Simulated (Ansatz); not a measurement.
# A self-consistent single point of Ta (Im-3m, 1 atom in the cell) with Ansatz

Computed with PBE (plane waves, PAW; Ansatz, a first-principles code).

Input:

Ansatz 0.2 input:
```yaml
# Ta
crystal:
  lattice:
    - [-1.65825000, 1.65825000, 1.65825000]
    - [1.65825000, -1.65825000, 1.65825000]
    - [1.65825000, 1.65825000, -1.65825000]
  atoms:
    - { symbol: Ta, position: [0.00000000, 0.00000000, 0.00000000] }
basis:
  ecutwfc: 420.0
kpoints:
  mp_grid: { grid: [14, 14, 14] }
hamiltonian:
  xc: pbe
  pseudopotentials: { kind: paw }
scf:
  occupations: { method: gaussian, width: 0.1 }
output:
  forces: true
  eigenvalues: true
  stress: true
```

Output, abridged:

```
WARN ansatz: RAYON_NUM_THREADS=1 ignored (pool sized by the plan → 1); use --threads N
Pseudopotentials: kind: paw
Pseudopotential: Ta, paw, valence charge 13
Crystal: 1 atoms, lattice volume = 18.239 Å³
Basis set: ecut = 420 eV, 369 PW (Γ), exchange–correlation on 40×40×40 points (8 copies of the dense FFT grid, shifted against one another)
Bands: 11, of which v1, the nominal top of the filled ones, is band 7 counted from 1 (6 counted from 0)
Symmetry: 48 space group operations
Space group: Im-3m (ITA 229), of the structure as read, at distance tolerance 2.6e-5 Å
k-points: 104 of 2744
Initial density: superposition of atomic densities (neutral atoms: chi_scale 0, normalization atom), corrected by the library's trained network
Initial wavefunctions: pseudopotential atomic-orbital guess
Eigensolver: davidson
Functional: x = pbe(κ = 0.804, μ = 0.2195149727645171), c = pbe(β = 0.06672455060314922)
SCF iter   1: F=—  HF=-9932.259860 eV  |F-HF|=—  |Δ(HF+E_count)|=         —  Δρ=2.12e-3  dr2=2.34e-4  ethr=1.77e-3  ⟨swp⟩=5.1  Hψ=6398  notcnv=0
all-band conjugate gradients solve this SCF's bands
preconditioner: auto → none
SCF iter   2: F=—  HF=-9932.259745 eV  |F-HF|=—  |Δ(HF+E_count)|=   1.15e-4  Δρ=1.04e-3  dr2=6.12e-5  ethr=1.80e-6  ⟨swp⟩=2.2  Hψ=2498  notcnv=0
SCF iter   3: F=—  HF=-9932.259819 eV  |F-HF|=—  |Δ(HF+E_count)|=   7.41e-5  Δρ=1.62e-4  dr2=1.36e-6  ethr=4.71e-7  ⟨swp⟩=2.1  Hψ=1401  notcnv=0
SCF iter   4: F=—  HF=-9932.259819 eV  |F-HF|=—  |Δ(HF+E_count)|=   3.73e-7  Δρ=5.64e-5  dr2=1.61e-7  ethr=1.05e-8  ⟨swp⟩=2.8  Hψ=1613  notcnv=0
iter 5 did not close the SCF: its close was put off for the readings that it lacked (scf_convergence_deferred on its scf_iter line)
SCF iter   5: F=-9932.259819 eV  HF=-9932.259819 eV  |F-HF|=7.79e-9  |Δ(HF+E_count)|=   5.34e-8  Δρ=1.79e-5  dr2=1.61e-8  ethr=1.24e-9  ⟨swp⟩=1.0  Hψ=1117  notcnv=0
SCF iter   6: F=-9932.259819 eV  HF=-9932.259819 eV  |F-HF|=2.00e-11  |Δ(HF+E_count)|=   5.82e-9  Δρ=5.35e-7  dr2=3.06e-11  ethr=1.24e-10  ⟨swp⟩=3.2  Hψ=4030  notcnv=0
SCF 1 converged in 6 iterations: F = -9932.259819 eV  dr2 = 3.06e-11
SCF converged after 6 iterations
Free energy (F): -9932.259819 eV
Harris-Foulkes:  -9932.259819 eV  (|F-HF|=2.00e-11)
Internal energy: -9932.255299 eV  (E = F + TS)
E sigma→0 (E₀):  -9932.257559 eV
Entropy (-TS):   -0.004520 eV (-4.520 meV/atom)
Fermi energy:    18.374463 eV
--- Per-component energies (eV) ---
  E_band       = -106.899001
  E_kinetic    = 365.704803
  E_local      = -554.633496  (includes V_loc(G=0)·N_el)
  E_nonlocal   = 14.750937
  E_hartree    = 192.089653
  E_xc         = -218.377571
  E_vxc        = -203.939145  (∫ρ·V_xc dr)
  E_paw        = -8396.614047  (= ΣΔE_a)
  E_vpaw       = -112.961404  (= ΣTr[D̂ρ^β])
  E_aug_tail   = 0.000131  (compensation charges beyond the density's cutoff)
  E_ewald      = -1335.175710
  E_smearing   = -0.004520  (= −TS)
  E_closure    = -0.000000  (closes the sum)
  Σ components = -9932.259819   (vs F -9932.259819, Δ=0.00e0)
--- Forces (eV/Å), atoms counted from 1 ---
  atom   1  Ta     0.00000000    -0.00000000    -0.00000000
  max |Σ_I F_I| component: 4.93e-32 eV/Å
--- Stress (GPa, compression-positive) ---
        0.424791      -0.000000      -0.000000
       -0.000000       0.424791       0.000000
        0.000000       0.000000       0.424791
  P = ⅓ Tr σ = 0.4248 GPa (4.248 kbar)
  The stress holds the Pulay correction. Without it, at fixed plane waves, as pw.x and ABINIT print it: P = 0.3694 GPa
--- Band table (eV; the first three rows and the last of 104) ---
  k-point 0: bands = ["-48.7311", "-14.6964", "-14.6964", "-14.6964", "10.5249", "19.1103", "19.1103", "19.1103", "22.3409", "22.3409", "32.9462"]
  k-point 1: bands = ["-48.7257", "-14.7569", "-14.7152", "-14.6967", "10.7478", "18.9655", "19.0663", "19.3302", "22.1111", "22.3417", "33.1442"]
  k-point 2: bands = ["-48.7106", "-14.9236", "-14.7673", "-14.6976", "11.3788", "18.5865", "18.8613", "19.9786", "21.7391", "22.3636", "33.5664"]
  k-point 103: bands = ["-48.5397", "-15.4851", "-15.4851", "-15.4851", "14.6454", "14.6454", "25.1151", "25.1151", "25.1151", "26.8724", "26.8724"]
```

The run converged in 6 iterations.

The starting cell has typed, rounded lattice constants, without a prior relaxation at this level. Its lattice was rescaled by up to half a per cent. Spin-orbit coupling is off. Spin polarisation is off. Ansatz's pressure includes its estimate of the finite-basis (Pulay) stress.
